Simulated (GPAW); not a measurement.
Worked example: self-consistent single point of NaMnSe2 (P3m1, 4 atoms in the cell) in GPAW.

Method: PBEsol, LCAO dzp, GPAW PAW datasets PBEsol (made by gpaw-setup) run with GPAW 25.7.0.

```
CELL_PARAMETERS angstrom
      4.02576     0.00000     0.00000
     -2.01288     3.48641     0.00000
      0.00000     0.00000     7.23414
ATOMIC_POSITIONS crystal
  Na 0.00000 0.00000 0.77288
  Mn 0.33333 0.66667 0.33438
  Se 0.33333 0.66667 0.01712
  Se 0.66667 0.33333 0.47652
```
Moments meant for the start (each program seeds them in its own way; μB, in the order of the atoms Na Mn Se Se): 0.0 4.0 0.0 0.0.

Reference input (self-consistent single point, DFT PBEsol, LCAO dzp, GPAW PAW datasets PBEsol (made by gpaw-setup)): spinpol = true; mode = lcao; h = 0.18 Å; basis = dzp; xc = PBEsol; kpts = 7 7 3; mesh shift (steps) = 0 0 0; occupations.name = methfessel-paxton; occupations.width = 0.05 eV; occupations.order = 0; convergence.density = 1e-05 e/electron; symmetry.symmorphic = false. This run's input differs from it in these lines:

```diff
@@ -17,3 +17,3 @@
             mode='lcao',
-            h=0.18,
+            h=0.232,
             basis='dzp',
```

Output (repeated stretches shortened):

```
     iter     time        total  log10-change:  magmom
                         energy   eigst   dens
iter:   1 --:--:--   -20.506527        c          +3.9275
iter:   2 --:--:--   -20.268635        c -1.44    +3.9782
iter:   3 --:--:--   -20.169047        c -1.54    +3.9940
iter:   4 --:--:--   -20.147775        c -1.59    +3.9974
iter:   5 --:--:--   -20.181551        c -1.71    +3.9981
iter:   6 --:--:--   -20.138490        c -1.89    +3.9991
iter:   7 --:--:--   -20.139075        c -2.64    +4.0000
iter:   8 --:--:--   -20.141488c       c -2.63    +4.0003
iter:   9 --:--:--   -20.141348c       c -2.91    +4.0001
iter:  10 --:--:--   -20.141283c       c -3.06    +4.0000
iter:  11 --:--:--   -20.141257c       c -3.13    +4.0000
iter:  12 --:--:--   -20.141530c       c -3.19    +4.0000
   [... 8 lines left out ...]
iter:  21 --:--:--   -20.141181c       c -4.56    +4.0000
iter:  22 --:--:--   -20.141181c       c -4.66    +4.0000
iter:  23 --:--:--   -20.141181c       c -4.85    +4.0000
iter:  24 --:--:--   -20.141181c       c -4.92    +4.0000
iter:  25 --:--:--   -20.141181c       c -5.03c   +4.0000
Converged after 25 iterations.

Dipole moment: (-1.666172, 1.043199, -10.989954) |e|*Ang

Total magnetic moment: (0.000000, 0.000000, 3.999998)
Local magnetic moments:
   0 Na ( 0.000000,  0.000000,  0.009109)
   1 Mn ( 0.000000,  0.000000,  3.825325)
   2 Se ( 0.000000,  0.000000, -0.151220)
   3 Se ( 0.000000,  0.000000, -0.010856)

Energy contributions relative to reference atoms: (reference = -168007.958410)

Kinetic:        +31.830397
Potential:      -29.908175
External:        +0.000000
XC:             -22.288280
Entropy (-ST):   -0.003719
Local:           +0.226736
SIC:             +0.000000
--------------------------
Free energy:    -20.143040
Extrapolated:   -20.141181

Spin contamination: 0.304505 electrons
Showing only first 2 kpts
                      Up                     Down
   [... lines left out ...]
  1    17      2.91689    0.45030      4.82186    0.00000
  1    18      3.67936    0.00000      5.62431    0.00000

Fermi level: 2.91247

No gap
No difference between direct/indirect transitions
Energy (eV): -20.141181

Forces in eV/Ang:
  0 Na    0.00000    0.00000   -0.01200
  1 Mn   -0.00000    0.00000   -0.01455
  2 Se    0.00000    0.00000    0.01598
  3 Se    0.00000    0.00000   -0.05855
```

The run converged in 25 iterations. Against the reference run the free energy rises by 44.1 meV/atom, the largest force goes from 0.085 to 0.059 eV/Å and the size of the net moment stays at 1.00 μB/atom.

The starting cell comes from a database of computed structures (which also holds hypothetical and non-ambient phases and stackings), without a prior relaxation at this level. With one magnetic atom in the cell only a parallel order is possible. Values carry the incompleteness of an atom-centred basis.

Cost on one core of a shared machine: roughly 10 min.
